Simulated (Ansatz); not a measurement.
A relaxation of cell and atoms of NbH2 (Fm-3m, 3 atoms in the cell) with Ansatz (a quantum-chemistry and plane-wave program).

Method: PBEsol, default PAW files made with PBE (plane waves; Ansatz).

The change in words: atoms on their sites; basis.ecutwfc: 420 eV → 295 eV; relax: default → cell and atoms. Reference geometry:
```xyz
3
Lattice="0.0000 2.2960 2.2960 2.2960 0.0000 2.2960 2.2960 2.2960 0.0000" Properties=species:S:1:pos:R:3 pbc="T T T"
Nb     0.0000     0.0000     0.0500
H      1.1480     1.1480     1.1480
H      3.4440     3.4440     3.4440
```

Reference input (self-consistent single point, DFT, PBEsol, plane waves, default PAW files made with PBE): basis.ecutwfc = 420 eV; kpoints.mp_grid.grid = 12 12 12; hamiltonian.xc = pbesol; hamiltonian.pseudopotentials = {kind: paw} (the program's default PAW files); scf.occupations.method = gaussian; scf.occupations.width = 0.1 eV. This run's input differs from it in these lines:

Ansatz 0.2 input:
```diff
@@ -6,3 +6,3 @@
   atoms:
-    - { symbol: Nb, position_ang: [0.00000000, 0.00000000, 0.05000192] }
+    - { symbol: Nb, position_ang: [0.00000000, 0.00000000, 0.00000000] }
     - { symbol: H, position_ang: [1.14799150, 1.14799150, 1.14799150] }
@@ -10,3 +10,3 @@
 basis:
-  ecutwfc: 420.0
+  ecutwfc: 295.0
 kpoints:
@@ -22,2 +22,4 @@
     width: 0.1
+relax:
+  cell: {}
 output:
```

Output (repeated stretches shortened):

```
   [... SCF lines of the steps left out ...]
relax step   1: F+E_penalty+E_count = -4527.56824958 eV  Δ(F+E_penalty+E_count) = +0.000e0 eV  max|allowed force component| = 8.553e-19 eV/Å  Δτ_max = 0.0000 Å  P = -7.849 GPa  Ω = 24.207 Å³  (6 SCF iters, dr2 threshold 1.00e-7 eV, accepted)
relax step   2: F+E_penalty+E_count = -4527.58795833 eV  Δ(F+E_penalty+E_count) = -1.971e-2 eV  max|allowed force component| = 7.710e-19 eV/Å  Δτ_max = 0.0000 Å  P = +17.709 GPa  Ω = 21.571 Å³  energy of the carried Pulay correction = +8.366e-2 eV  [...]
   [... lines left out ...]
relax step   9: F+E_penalty+E_count = -4527.59624596 eV  Δ(F+E_penalty+E_count) = -3.663e-4 eV  max|allowed force component| = 1.012e-18 eV/Å  Δτ_max = 0.0000 Å  P = -0.004 GPa  Ω = 23.113 Å³  energy of the carried Pulay correction = +3.625e-4 eV  [...]
relax step  10: F+E_penalty+E_count = -4527.59603691 eV  Δ(F+E_penalty+E_count) = +2.091e-4 eV  max|allowed force component| = 1.289e-18 eV/Å  Δτ_max = 0.0000 Å  P = -0.008 GPa  Ω = 23.113 Å³  stress off target by 7.80e-3 GPa  SCF on the basis [...]
basis re-selected at this cell: Δ(F+E_penalty+E_count) = +2.091e-4 eV, ΔP = -0.004 GPa vs the last step
the relaxation is at rest under the 48 symmetry operations that the run kept from its start: a minimum is not shown …
Stability not checked: this state was not tested for a lower state beside it, because too few of the mixer's solves of this state at the end of the SCF gave a …
Free energy (F): -4527.596037 eV
Internal energy: -4527.590295 eV  (E = F + TS)
   [... lines left out ...]
Fermi energy:    15.530629 eV
  cell:  # Å, volume = 23.1133 Å³
   [... lines left out ...]
    - [2.2608781043682407, 2.6209319854409875e-33, 2.2608781043682407]
    - [2.2608781043682407, 2.2608781043682407, -3.808790594589453e-33]
  atoms:
    - { symbol: Nb, position: [-2.1418628172181762e-34, -1.1242539883660556e-34, 3.6327561172518373e-34] }
    - { symbol: H, position: [0.24999999999999997, 0.24999999999999997, 0.24999999999999997] }
    - { symbol: H, position: [0.7499999999999998, 0.7499999999999998, 0.7499999999999998] }
```

The run converged. 

Summary of the result:
```
Item                                                                                                                   Result
-----------------------------------------------  ----------------------------------------------------------------------------
Free energy E − TS (on the zero of these files)                                                                 -4527.5960 eV
Fermi level (on the code's own zero)                                                                                 15.53 eV
Pressure                                                                                                            -0.01 GPa
Final cell                                       a = 3.1974 Å, b = 3.1974 Å, c = 3.1974 Å, α = 60.00°, β = 60.00°, γ = 60.00°
Final volume per atom                                                                                                 7.70 Å³
Relaxation steps                                                                                                           10
```

The starting cell comes from a database of computed structures (which also holds hypothetical and non-ambient phases and stackings), without a prior relaxation at this level. Its lattice was rescaled by up to half a per cent. Spin polarisation is off. The relaxation keeps the symmetry of its start, so its end need not be a minimum. Ansatz's pressure includes its estimate of the finite-basis (Pulay) stress. Without the estimate this run gives -5.04 GPa. The cutoff lies below the one recommended for these files.
